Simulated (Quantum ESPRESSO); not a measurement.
# Converging the k-point mesh: CO2 (Cm, 6 atoms in the cell)

```yaml
crystal:
  lattice:
    - [2.64382, -2.39454, 0.00000]
    - [2.64382, 2.39454, 0.00000]
    - [0.00000, 0.00000, 6.60693]
  atoms:
    - { symbol: C, position: [0.00000, 0.00000, 0.00757] }
    - { symbol: C, position: [0.50000, 0.50000, 0.50000] }
    - { symbol: O, position: [0.80651, 0.19349, 0.89184] }
    - { symbol: O, position: [0.19349, 0.80651, 0.10816] }
    - { symbol: O, position: [0.69349, 0.30651, 0.39184] }
    - { symbol: O, position: [0.30651, 0.69349, 0.60816] }
```

Computed with PBEsol, GBRV 1.5 ultrasoft (PBESOL) pseudopotentials (plane waves; Quantum ESPRESSO).

Base settings: ecutwfc = 40 Ry; ecutrho = 200 Ry; occupations = smearing; smearing = fd; degauss = 0.00147 Ry; potentials = {C: c_pbesol_v1.2.uspp.F.UPF, O: o_pbesol_v1.2.uspp.F.UPF}; K_POINTS = automatic 3 3 2 0 0 0; conv_thr = 1e-08 Ry; mixing_beta = 0.3.

The second cell is the first with its lattice scaled by 0.98.

Only quantities that move along the ladder and can be compared are tabulated.

The count of work is k-points × plane waves × bands × iterations; it is no time. Core times come from one kind of shared machine, to one figure; runs under 30 s give none.

The starting cell comes from a database of computed structures (which also holds hypothetical and non-ambient phases and stackings), without a prior relaxation at this level. Its lattice was rescaled by up to half a per cent. One atom was moved a little off its site on purpose. In the base run, forces exceed 1 eV/Å.

Steps (K_POINTS): automatic 2 2 1 0 0 0; automatic 2 2 2 0 0 0; automatic 3 3 2 0 0 0; automatic 4 4 2 0 0 0; automatic 5 5 3 0 0 0; automatic 6 6 3 0 0 0; automatic 7 7 4 0 0 0; automatic 8 8 5 0 0 0; automatic 10 10 6 0 0 0; automatic 12 12 7 0 0 0; automatic 15 15 8 0 0 0; automatic 20 20 11 0 0 0.

Q: What is the coarsest K_POINTS that holds the free energy within 1 meV/atom of the last step, with all finer ones?

A: automatic 3 3 2 0 0 0, at 0.0069 of the last step's count of work; the step before is off by 2.3 meV/atom.

Q: What is the coarsest K_POINTS that holds the forces within 0.01 eV/Å of the last step, with all finer ones?

A: automatic 3 3 2 0 0 0, at 0.0069 of the last step's count of work; the step before is off by 0.064 eV/Å.

| K_POINTS | free energy less the last step's (meV/atom) | energy of the compressed cell less the first (meV/atom) | pressure (GPa) | largest difference of a force vector from the last step's (eV/Å) | gap on the mesh (eV) | count of work / last | core time / last (rough) |
|---|---|---|---|---|---|---|---|
| automatic 2 2 1 0 0 0 | 3.03 | 26.29 | 0.74 | 0.127 | 6.472 | 0.0026 | – |
| automatic 2 2 2 0 0 0 | -2.31 | 25.38 | 0.59 | 0.064 | 6.474 | 0.0052 | – |
| automatic 3 3 2 0 0 0 | -0.39 | 26.00 | 0.70 | 0.002 | 6.605 | 0.0069 | – |
| automatic 4 4 2 0 0 0 | 0.00 | 26.08 | 0.72 | 0.000 | 6.468 | 0.012 | – |
| automatic 5 5 3 0 0 0 | 0.00 | 26.11 | 0.72 | 0.000 | 6.520 | 0.021 | 0.04 |
| automatic 6 6 3 0 0 0 | 0.00 | 26.12 | 0.72 | 0.000 | 6.468 | 0.029 | – |
| automatic 7 7 4 0 0 0 | 0.00 | 26.10 | 0.72 | 0.000 | 6.495 | 0.052 | 0.06 |
| automatic 8 8 5 0 0 0 | 0.00 | 26.10 | 0.72 | 0.000 | 6.468 | 0.080 | 0.06 |
| automatic 10 10 6 0 0 0 | 0.00 | 26.10 | 0.72 | 0.000 | 6.468 | 0.15 | 0.1 |
| automatic 12 12 7 0 0 0 | 0.00 | 26.10 | 0.72 | 0.000 | 6.468 | 0.24 | 0.2 |
| automatic 15 15 8 0 0 0 | 0.00 | 26.10 | 0.72 | 0.000 | 6.474 | 0.42 | 0.4 |
| automatic 20 20 11 0 0 0 | 0.00 | 26.11 | 0.72 | 0.000 | 6.468 | 1.0 | 1 |

The energy difference between the two cells stays within 1 meV/atom of the last step's from automatic 2 2 1 0 0 0 on, the total only from automatic 3 3 2 0 0 0 on: much of the error is common to both cells and cancels.

The gap on the mesh jumps up and down from mesh to mesh; it is no smooth measure of convergence.
